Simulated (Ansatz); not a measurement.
What isotropic strain −2.85 % does to Mo

Start from Mo in the bcc (W type) structure (space group Im-3m, No. 229; a = 3.161 Å; relaxed with 0.1 eV smearing).

One thing is altered: every lattice vector is shortened by 2.85 %; the atoms relax in the strained cell.

Level of theory: Kohn–Sham DFT with the PBE functional, run in Ansatz (a quantum-chemistry and plane-wave program) with PAW and 420 eV plane waves, spin-orbit coupling left out, earlier PAW set. Settings: 29×29×29 k-points, 0.1 eV Fermi–Dirac smearing.

```tsv
quantity	base	changed	shift
space group	Im-3m (No. 229)	Im-3m (No. 229)	–
shortest interatomic distance	2.738 Å	2.660 Å	-0.078 Å
energy relative to the base (free energy F)	0 meV/atom	+103 meV/atom	+103 meV/atom
pressure	0.0 GPa	27.0 GPa	+27.0 GPa
band gap	zero	zero	–
```

No phonon test of stability was made. All final runs are without spin polarisation.
